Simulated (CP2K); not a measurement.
# A self-consistent single point of MgH2 (P4_2/mnm, 6 atoms in the cell) with CP2K

Method of the run: PBE, GPW, DZVP-MOLOPT-SR-GTH basis, GTH-PBE potentials (GTH_POTENTIALS) (CP2K).

This input was run:

```
&GLOBAL
  PROJECT bulk
  RUN_TYPE ENERGY_FORCE
  PRINT_LEVEL MEDIUM
&END GLOBAL
&FORCE_EVAL
  METHOD Quickstep
  STRESS_TENSOR ANALYTICAL
  &DFT
    BASIS_SET_FILE_NAME BASIS_MOLOPT
    POTENTIAL_FILE_NAME GTH_POTENTIALS
    &QS
      METHOD GPW
      EPS_DEFAULT 1E-10
    &END QS
    &MGRID
      CUTOFF 1000
      REL_CUTOFF 60
      NGRIDS 5
    &END MGRID
    &SCF
      SCF_GUESS ATOMIC
      EPS_SCF 1E-7
      MAX_SCF 100
      ADDED_MOS 5
      &DIAGONALIZATION
        ALGORITHM STANDARD
      &END DIAGONALIZATION
      &MIXING
        METHOD BROYDEN_MIXING
        ALPHA 0.2
        NBUFFER 8
      &END MIXING
      &SMEAR ON
        METHOD FERMI_DIRAC
        ELECTRONIC_TEMPERATURE [K] 116.05
      &END SMEAR
    &END SCF
    &KPOINTS
      SCHEME MONKHORST-PACK 5 5 7
    &END KPOINTS
    &XC
      &XC_FUNCTIONAL PBE
      &END XC_FUNCTIONAL
    &END XC
    &PRINT
      &MO
        EIGENVALUES T
        OCCUPATION_NUMBERS T
        NDIGITS 8
        FILENAME mo
        &EACH
          QS_SCF 0
        &END EACH
        ADD_LAST NUMERIC
      &END MO
      &MULLIKEN ON
      &END MULLIKEN
    &END PRINT
  &END DFT
  &SUBSYS
    &CELL
      ABC 4.52000000 4.52000000 3.02000000
      ALPHA_BETA_GAMMA 90.00000000 90.00000000 90.00000000
      PERIODIC XYZ
    &END CELL
    &COORD
      SCALED
      Mg       0.00000000     0.00000000     0.00000000
      Mg       0.50000000     0.50000000     0.50000000
      H        0.30400000     0.30400000     0.00000000
      H        0.80400000     0.19600000     0.50000000
      H        0.19600000     0.80400000     0.50000000
      H        0.69600000     0.69600000     0.00000000
    &END COORD
    &KIND Mg
      BASIS_SET DZVP-MOLOPT-SR-GTH-q10
      POTENTIAL GTH-PBE-q10
    &END KIND
    &KIND H
      BASIS_SET DZVP-MOLOPT-SR-GTH-q1
      POTENTIAL GTH-PBE-q1
    &END KIND
  &END SUBSYS
  &PRINT
    &FORCES ON
    &END FORCES
    &STRESS_TENSOR ON
    &END STRESS_TENSOR
  &END PRINT
&END FORCE_EVAL
```

Log, with long lists cut:

```
 GLOBAL| Method name                                                        CP2K
 GLOBAL| Project name                                                       bulk
 GLOBAL| Run type                                                   ENERGY_FORCE

 CELL| Volume [angstrom^3]:                                            61.699808
 CELL| Vector a [angstrom]:       4.520     0.000     0.000   |a| =     4.520000
 CELL| Vector b [angstrom]:       0.000     4.520     0.000   |b| =     4.520000
 CELL| Vector c [angstrom]:       0.000     0.000     3.020   |c| =     3.020000
 CELL| Angle (b,c), alpha [degree]:                                    90.000000
 CELL| Angle (a,c), beta  [degree]:                                    90.000000
 CELL| Angle (a,b), gamma [degree]:                                    90.000000
 CELL| Numerically orthorhombic:                                             YES
 CELL| Periodicity                                                           XYZ

 DFT| Spin restricted Kohn-Sham (RKS) calculation                            RKS
 DFT| Multiplicity                                                             1
 DFT| Number of spin states                                                    1
 DFT| Charge                                                                   0
 DFT| XC density smoothing                                                  NONE
 DFT| XC derivatives                                                          PW

 QS| Method:                                                                 GPW
 QS| Density plane wave grid type                        NON-SPHERICAL FULLSPACE
 QS| Number of grid levels:                                                    5
 QS| Density cutoff [a.u.]:                                                500.0
 QS| Multi grid cutoff [a.u.]: 1) grid level                               500.0
   [... lines left out ...]
 BRILLOUIN| Wavefunction type                                            COMPLEX
 BRILLOUIN| List of Kpoints [2 Pi/Bohr]                                       88
 BRILLOUIN| Number           Weight            X              Y              Z
 BRILLOUIN|     1           0.01143       -0.40000       -0.40000       -0.42857
 BRILLOUIN|     2           0.01143       -0.40000       -0.40000       -0.28571
 BRILLOUIN|     3           0.01143       -0.40000       -0.40000       -0.14286
   [... 85 lines left out ...]
 *******************************************************************************

 Extrapolation method: initial_guess

 Re-scaling the density matrix to get the right number of electrons
                  # Electrons              Trace(P)               Scaling factor
                           24                24.000                        1.000

 Number of electrons:                                                         24
 Number of occupied orbitals:                                                 12
 Number of molecular orbitals:                                                17

 Number of orbital functions:                                                 38
 Number of independent orbital functions:                                     38
 SCF WAVEFUNCTION OPTIMIZATION

  Step     Update method      Time    Convergence         Total energy    Change
     1 NoMix/Diag. 0.20E+00      -     1.18524981      -128.6730758484 -1.29E+02
     2 Broy./Diag. 0.20E+00      -     0.00777437      -128.7277079673 -5.46E-02
     3 Broy./Diag. 0.20E+00      -     0.02681167      -128.8970304078 -1.69E-01
     4 Broy./Diag. 0.20E+00      -     0.00280885      -128.8917719326  5.26E-03
     5 Broy./Diag. 0.20E+00      -     0.00321206      -128.8865799176  5.19E-03
     6 Broy./Diag. 0.20E+00      -     0.00004955      -128.8845182405  2.06E-03
     7 Broy./Diag. 0.20E+00      -     0.00011138      -128.8802949638  4.22E-03
     8 Broy./Diag. 0.20E+00      -     0.00000724      -128.8792745871  1.02E-03
     9 Broy./Diag. 0.20E+00      -     0.00000830      -128.8797209651 -4.46E-04
    10 Broy./Diag. 0.20E+00      -     0.00000012      -128.8798188781 -9.79E-05
    11 Broy./Diag. 0.20E+00      -     0.00000036      -128.8798198187 -9.41E-07
    12 Broy./Diag. 0.20E+00      -     2.9880E-09      -128.8798197790  3.97E-08
  *** SCF run converged in    12 steps ***

  Electronic density on regular grids:        -23.9999999747        0.0000000253
  Core density on regular grids:               23.9999999996       -0.0000000004
  Total charge density on r-space grids:        0.0000000249
  Total charge density g-space grids:           0.0000000249

  Overlap energy of the core charge distribution:               0.00000000000000
  Self energy of the core charge distribution:               -298.33530625122683
  Core Hamiltonian energy:                                     88.76286341965537
  Hartree energy:                                              99.40614957827776
  Exchange-correlation energy:                                -18.71352652569608
  Electronic entropic energy:                                  -0.00000000000000
  Fermi energy:                                                 0.13281732935536

  Total energy:                                              -128.87981977898974
  Total energy (extrapolated to T->0):                       -128.87981977898974

                     Mulliken Population Analysis

 #  Atom  Element  Kind  Atomic population                           Net charge
       1     Mg       1          9.906304                              0.093696
       2     Mg       1          9.906304                              0.093696
       3     H        2          1.046848                             -0.046848
       4     H        2          1.046848                             -0.046848
       5     H        2          1.046848                             -0.046848
       6     H        2          1.046848                             -0.046848
 # Total charge                             24.000000                 -0.000000

 ENERGY| Total FORCE_EVAL ( QS ) energy [hartree]           -128.879819677714238

 FORCES| Atomic forces [hartree/bohr]
 FORCES|   Atom     x               y               z               |f|
 FORCES|      1  2.21117027E-08  2.21119621E-08  2.44374421E-08   3.96869606E-08
 FORCES|      2 -2.17611842E-08 -2.17631654E-08 -1.38250974E-08   3.37389660E-08
 FORCES|      3 -1.18237312E-03 -1.18237312E-03  2.76939003E-12   1.67212810E-03
 FORCES|      4 -1.18237312E-03  1.18237312E-03 -7.70086009E-12   1.67212810E-03
 FORCES|      5  1.18237312E-03 -1.18237312E-03 -6.11589926E-12   1.67212810E-03
 FORCES|      6  1.18237311E-03  1.18237311E-03  1.70846504E-12   1.67212809E-03
 FORCES| Sum     3.45823705E-10  3.45177516E-10  1.06030058E-08
 FORCES| Total atomic force                                       1.06142581E-08

 STRESS| Analytical stress tensor [bar]
 STRESS|                        x                   y                   z
 STRESS|      x       -1.25049264909E+04   7.93130528323E-03   6.30912214211E-03
 STRESS|      y        7.93130528323E-03  -1.25049264869E+04   6.30163605714E-03
 STRESS|      z        6.30912214211E-03   6.30163605714E-03  -2.07165185908E+04
 STRESS| 1/3 Trace                                            -1.52421238562E+04
```

The run converged in 12 iterations.

The starting cell has typed, rounded lattice constants, without a prior relaxation at this level. Values carry the incompleteness of an atom-centred basis.
